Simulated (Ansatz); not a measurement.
Input and output of a relaxation of the atoms for PdPt (R3m, 2 atoms in the cell) (Ansatz, a program for electronic structure).

Method: LDA (PW92), default PAW files made with PBE (plane waves; Ansatz).

The change in words: one atom moved by 0.15 angstrom; relax: default → atoms; relax.f_tol: default → 0.02 eV/Å. Reference geometry:
```xyz
2
Lattice="1.3765 0.7947 4.5376 -1.3765 0.7947 4.5376 0.0000 -1.5894 4.5376" Properties=species:S:1:pos:R:3 pbc="T T T"
Pd     0.0000     0.0000     0.0000
Pt     0.0000     0.0000     6.8063
```

Reference input (self-consistent single point, DFT, LDA (PW92), plane waves, default PAW files made with PBE): basis.ecutwfc = 420 eV; kpoints.mp_grid.grid = 14 14 14; hamiltonian.xc = lda; hamiltonian.pseudopotentials = {kind: paw} (the program's default PAW files); scf.occupations.method = fermi_dirac; scf.occupations.width = 0.1 eV. This run's input differs from it in these lines:

```diff
@@ -6,3 +6,3 @@
   atoms:
-    - { symbol: Pd, position: [0.000000, 0.000000, 0.000000] }
+    - { symbol: Pd, position: [0.011019, 0.011019, 0.011019] }
     - { symbol: Pt, position: [0.500000, 0.500000, 0.500000] }
@@ -21,2 +21,4 @@
     width: 0.1 eV
+relax:
+  f_tol: 0.02
 output:
```

Output, abridged:

```
   [... SCF lines of the steps left out ...]
relax step   1: F+E_penalty+E_count = -19089.57258039 eV  Δ(F+E_penalty+E_count) = +0.000e0 eV  max|allowed force component| = 1.683e0 eV/Å  Δτ_max = 0.0000 Å  (6 SCF iters, dr2 threshold 1.00e-5 eV, accepted)
relax step   2: F+E_penalty+E_count = -19089.66540863 eV  Δ(F+E_penalty+E_count) = -9.283e-2 eV  max|allowed force component| = 8.296e-1 eV/Å  Δτ_max = 0.1129 Å  (6 SCF iters, dr2 threshold 1.00e-4 eV, accepted)
relax step   3: F+E_penalty+E_count = -19089.69671443 eV  Δ(F+E_penalty+E_count) = -3.131e-2 eV  max|allowed force component| = 5.845e-3 eV/Å  Δτ_max = 0.0376 Å  (6 SCF iters, dr2 threshold 4.30e-5 eV, accepted)
relax step   4: F+E_penalty+E_count = -19089.69671444 eV  Δ(F+E_penalty+E_count) = -6.592e-9 eV  max|allowed force component| = 5.854e-3 eV/Å  Δτ_max = 0.0000 Å  (6 SCF iters, accepted)
the relaxation is at rest under the 6 symmetry operations that the run kept from its start: a minimum is not shown …
Stability not checked: this state was not tested for a lower state beside it, because too few of the mixer's solves of this state at the end of the SCF gave a …
Free energy (F): -19089.696714 eV
Internal energy: -19089.583857 eV  (E = F + TS)
E sigma→0 (E₀):  -19089.640286 eV
Entropy (-TS):   -0.112857 eV (-56.429 meV/atom)
Fermi energy:    21.298435 eV
--- Forces (eV/Å), atoms counted from 1 ---
  atom   1  Pd     0.00000000    -0.00000000     0.00585417
   [... lines left out ...]
--- Relaxed structure (4 steps of the walk, 4 accepted, 0 SCFs on fresh bases) ---
  F+E_penalty+E_count = -19089.69671444 eV   max|allowed force component| = 5.854e-3 eV/Å
  atoms:
    - { symbol: Pd, position: [0.005489679660025079, 0.005489679660025079, 0.005489679660025089] }
    - { symbol: Pt, position: [0.5055293203399749, 0.5055293203399749, 0.5055293203399749] }
```

The run converged.  The full log also holds: “iter 5 did not close the SCF: its close was put off for the readings that it lacked (scf_convergence_deferred on its scf_iter line)”. The full log also holds: “iter 5 did not close the SCF: its close was put off for the readings that it lacked (scf_convergence_deferred on its scf_iter line)”.

Summary of the result:
* **Free energy E − TS (on the zero of these files)**: -19089.6967 eV
* **Fermi level (on the code's own zero)**: 21.30 eV
* **Pressure**: -7.61 GPa
* **Largest force (vector length)**: 0.006 eV/Å
* **Relaxation steps**: 4

The starting cell comes from a database of computed structures (which also holds hypothetical and non-ambient phases and stackings), without a prior relaxation at this level. Its lattice was rescaled by up to half a per cent. For this run, on top of that: one atom moved by 0.15 angstrom. Spin polarisation is off. The relaxation keeps the symmetry of its start, so its end need not be a minimum. Ansatz's pressure includes its estimate of the finite-basis (Pulay) stress.

Cost on one core of a shared machine: roughly 60 s.

Keys are those of Ansatz 0.2.
